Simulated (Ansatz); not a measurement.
System: interstitial Zn in wurtzite AlN (charge state +2). Method: PBE, PAW (plane waves to 420 eV; Ansatz, an electronic-structure program).

Cell of 72 host sites held at the relaxed PBE lattice; the Γ point alone; Fermi-Dirac width 0.01 eV, spin-restricted; finite-size errors left in. No zero-point or tunnelling terms. The charge state is imposed; whether it is stable for some Fermi level was not computed. Sites that were not tried may lie lower.

Barriers: single points on a 2×2×2 k-point mesh shifted by half a step along c at the bands' geometries (they differ from the bands' own by up to 0.07 eV, and are uncertain by about as much).

Relaxed starting cell (atoms counted from 1):

```yaml
crystal:
  lattice:
    - [9.39076, 0.00000, 0.00000]
    - [-4.69538, 8.13264, 0.00000]
    - [0.00000, 0.00000, 10.03632]
  atoms:
    - { symbol: Al, position: [0.23609, 0.11815, 0.26080] }
    - { symbol: Al, position: [0.22307, 0.11160, 0.74632] }
    - { symbol: Al, position: [0.22314, 0.44662, 0.24902] }
    - { symbol: Al, position: [0.22416, 0.44868, 0.74356] }
    - { symbol: Al, position: [0.22313, 0.77669, 0.24903] }
    - { symbol: Al, position: [0.22413, 0.77565, 0.74355] }
    - { symbol: Al, position: [0.55548, 0.11132, 0.25004] }
    - { symbol: Al, position: [0.55513, 0.11061, 0.74971] }
    - { symbol: Al, position: [0.55548, 0.44434, 0.25005] }
    - { symbol: Al, position: [0.55511, 0.44468, 0.74971] }
    - { symbol: Al, position: [0.55320, 0.77671, 0.24903] }
    - { symbol: Al, position: [0.55115, 0.77567, 0.74355] }
    - { symbol: Al, position: [0.88172, 0.11817, 0.26079] }
    - { symbol: Al, position: [0.88818, 0.11162, 0.74631] }
    - { symbol: Al, position: [0.88850, 0.44436, 0.25004] }
    - { symbol: Al, position: [0.88920, 0.44469, 0.74970] }
    - { symbol: Al, position: [0.88169, 0.76375, 0.26078] }
    - { symbol: Al, position: [0.88817, 0.77673, 0.74633] }
    - { symbol: Al, position: [0.11177, 0.22389, 0.50209] }
    - { symbol: Al, position: [0.11977, 0.23986, 0.98079] }
    - { symbol: Al, position: [0.11002, 0.55510, 0.49710] }
    - { symbol: Al, position: [0.11047, 0.55532, 0.99876] }
    - { symbol: Al, position: [0.11173, 0.88805, 0.50209] }
    - { symbol: Al, position: [0.11972, 0.88004, 0.98086] }
    - { symbol: Al, position: [0.44712, 0.22364, 0.50252] }
    - { symbol: Al, position: [0.44558, 0.22287, 0.99978] }
    - { symbol: Al, position: [0.44473, 0.55512, 0.49711] }
    - { symbol: Al, position: [0.44449, 0.55534, 0.99876] }
    - { symbol: Al, position: [0.44470, 0.88979, 0.49711] }
    - { symbol: Al, position: [0.44447, 0.88933, 0.99876] }
    - { symbol: Al, position: [0.77617, 0.22365, 0.50250] }
    - { symbol: Al, position: [0.77694, 0.22289, 0.99977] }
    - { symbol: Al, position: [0.77616, 0.55270, 0.50252] }
    - { symbol: Al, position: [0.77691, 0.55422, 0.99977] }
    - { symbol: Al, position: [0.77594, 0.88807, 0.50207] }
    - { symbol: Al, position: [0.75994, 0.88007, 0.98088] }
    - { symbol: N, position: [0.22302, 0.11160, 0.44641] }
    - { symbol: N, position: [0.21974, 0.10994, 0.94066] }
    - { symbol: N, position: [0.22153, 0.44342, 0.43900] }
    - { symbol: N, position: [0.22667, 0.45370, 0.93499] }
    - { symbol: N, position: [0.22151, 0.77829, 0.43899] }
    - { symbol: N, position: [0.22665, 0.77315, 0.93499] }
    - { symbol: N, position: [0.55576, 0.11189, 0.44047] }
    - { symbol: N, position: [0.55507, 0.11048, 0.94130] }
    - { symbol: N, position: [0.55576, 0.44405, 0.44048] }
    - { symbol: N, position: [0.55504, 0.44474, 0.94130] }
    - { symbol: N, position: [0.55640, 0.77831, 0.43899] }
    - { symbol: N, position: [0.54613, 0.77317, 0.93499] }
    - { symbol: N, position: [0.88824, 0.11162, 0.44639] }
    - { symbol: N, position: [0.88986, 0.10996, 0.94066] }
    - { symbol: N, position: [0.88792, 0.44405, 0.44047] }
    - { symbol: N, position: [0.88932, 0.44475, 0.94129] }
    - { symbol: N, position: [0.88820, 0.77679, 0.44639] }
    - { symbol: N, position: [0.88982, 0.78006, 0.94067] }
    - { symbol: N, position: [0.11030, 0.22093, 0.19030] }
    - { symbol: N, position: [0.11153, 0.22340, 0.69336] }
    - { symbol: N, position: [0.11082, 0.55550, 0.18953] }
    - { symbol: N, position: [0.10984, 0.55500, 0.68732] }
    - { symbol: N, position: [0.11026, 0.88953, 0.19028] }
    - { symbol: N, position: [0.11148, 0.88828, 0.69334] }
    - { symbol: N, position: [0.44644, 0.22331, 0.19068] }
    - { symbol: N, position: [0.44495, 0.22256, 0.69270] }
    - { symbol: N, position: [0.44433, 0.55552, 0.18953] }
    - { symbol: N, position: [0.44481, 0.55502, 0.68732] }
    - { symbol: N, position: [0.44431, 0.88900, 0.18953] }
    - { symbol: N, position: [0.44479, 0.88996, 0.68733] }
    - { symbol: N, position: [0.77652, 0.22332, 0.19068] }
    - { symbol: N, position: [0.77725, 0.22256, 0.69268] }
    - { symbol: N, position: [0.77651, 0.55339, 0.19067] }
    - { symbol: N, position: [0.77724, 0.55486, 0.69270] }
    - { symbol: N, position: [0.77891, 0.88958, 0.19028] }
    - { symbol: N, position: [0.77642, 0.88831, 0.69332] }
    - { symbol: Zn, position: [0.99985, 0.00004, 0.10638] }
```
Cell charge +2.

End state 1 differs by these moves (Å; atoms that move under 0.08 Å are left out):

| atom | element | Δx | Δy | Δz |
|---|---|---|---|---|
| 1 | Al | -0.09 | -0.05 | -0.08 |
| 2 | Al | 0.12 | 0.07 | -0.15 |
| 13 | Al | 0.09 | -0.05 | -0.08 |
| 14 | Al | -0.12 | 0.07 | -0.15 |
| 17 | Al | 0.00 | 0.10 | -0.08 |
| 18 | Al | 0.00 | -0.14 | -0.15 |
| 20 | Al | 0.00 | -0.03 | 0.31 |
| 24 | Al | -0.03 | 0.01 | 0.31 |
| 25 | Al | 0.01 | 0.00 | -0.08 |
| 31 | Al | -0.01 | 0.00 | -0.08 |
| 33 | Al | 0.00 | -0.01 | -0.08 |
| 36 | Al | 0.03 | 0.01 | 0.31 |
| 40 | N | 0.00 | -0.06 | 0.07 |
| 42 | N | -0.05 | 0.03 | 0.07 |
| 48 | N | 0.05 | 0.03 | 0.07 |
| 62 | N | 0.06 | 0.03 | -0.07 |
| 68 | N | -0.06 | 0.03 | -0.07 |
| 70 | N | 0.00 | -0.07 | -0.07 |
| 73 | Zn | 0.00 | 0.00 | -2.50 |

Problem. Predict the forward and backward barriers to end state 1 from PBE, PAW.

Solution. forward 1.73 eV, backward 1.73 eV; at the saddle point atom 73 has neighbours 3 Al at 2.15; 3 N at 1.90 Å. The saddle point's order was not checked, and it lies on a symmetry element of the cell, where a band can be held.
